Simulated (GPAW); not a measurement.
Band structure of Mg7Cu (P-6m2, 8 atoms in the cell).

```yaml
crystal:
  lattice:
    - [6.19671, 0.00000, 0.00000]
    - [-3.09836, 5.36651, 0.00000]
    - [0.00000, 0.00000, 5.01070]
  atoms:
    - { symbol: Mg, position: [0.16593, 0.33185, 0.00000] }
    - { symbol: Mg, position: [0.16593, 0.83407, 0.00000] }
    - { symbol: Mg, position: [0.66815, 0.83407, 0.00000] }
    - { symbol: Mg, position: [0.98963, 0.49481, 0.50000] }
    - { symbol: Mg, position: [0.50519, 0.01037, 0.50000] }
    - { symbol: Mg, position: [0.50519, 0.49481, 0.50000] }
    - { symbol: Mg, position: [0.00000, 0.00000, 0.50000] }
    - { symbol: Cu, position: [0.66667, 0.33333, 0.00000] }
```

Method of the run: PBEsol, GPAW PAW datasets PBEsol (made by gpaw-setup) (plane waves; GPAW 25.7.0).

Settings: mode = pw; ecut = 850 eV; xc = PBEsol; kpts = 4 4 5; mesh shift (steps) = 0 0 0; occupations.name = methfessel-paxton; occupations.width = 0.1 eV; occupations.order = 0; nbands = -12; symmetry.symmorphic = false; symmetry.tolerance = 0.0005; maxiter = 150; bandpath_npoints = 40.

The starting cell comes from a database of computed structures (which also holds hypothetical and non-ambient phases and stackings), without a prior relaxation at this level. Spin polarisation is off.

Levels in eV from the Fermi level, bands 38 to 44:
| point | 38 | 39 | 40 | 41 | 42 | 43 | 44 |
|---|---|---|---|---|---|---|---|
| Γ | -1.83 | -1.44 | -1.44 | -1.42 | -0.48 | 3.14 | 3.21 |
| M | -0.19 | -0.04 | 0.35 | 0.53 | 1.52 | 1.61 | 1.81 |
| K | -0.20 | 0.02 | 0.24 | 0.27 | 0.37 | 0.70 | 0.81 |
| A | -0.89 | -0.81 | -0.60 | -0.60 | -0.41 | -0.13 | 0.39 |
| L | -1.75 | -1.58 | -1.50 | -1.36 | 2.70 | 2.80 | 2.83 |
| H | -2.35 | -2.34 | 0.49 | 0.84 | 1.10 | 1.28 | 1.98 |

Bands cross the Fermi level along this path, so the cell is metallic at this level.
